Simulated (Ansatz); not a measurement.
System: rock-salt BeS (model structure). Method: r²SCAN-D4 (Ansatz, a quantum-chemistry and plane-wave program, plane waves, PAW).

Numerical settings: plane-wave cutoff 500 eV, 16×16×16 k mesh, Fermi–Dirac smearing 0.05 eV, scalar-relativistic PAW data made under PBE.

Cell (relaxed at this level):

```
BeS
1.0
    0.00000     2.30791     2.30791
    2.30791     0.00000     2.30791
    2.30791     2.30791     0.00000
Be S
1 1
Direct
  0.00000   0.00000   0.00000
  0.50000   0.50000   0.50000
```

**Question.** Predict the band gap.

**Answer.** 
band gap: 1.36 eV (on the SCF k mesh)

Note: the relaxation could raise the start's symmetry but not lower it, so the cell can be a saddle point.

Computed values are for the static lattice.

Computing time: around 19 core-seconds (rough).

A model structure was made by putting elements into a prototype or built by hand; it is no filed structure, need not be a known phase, and can be a saddle point held by its symmetry.
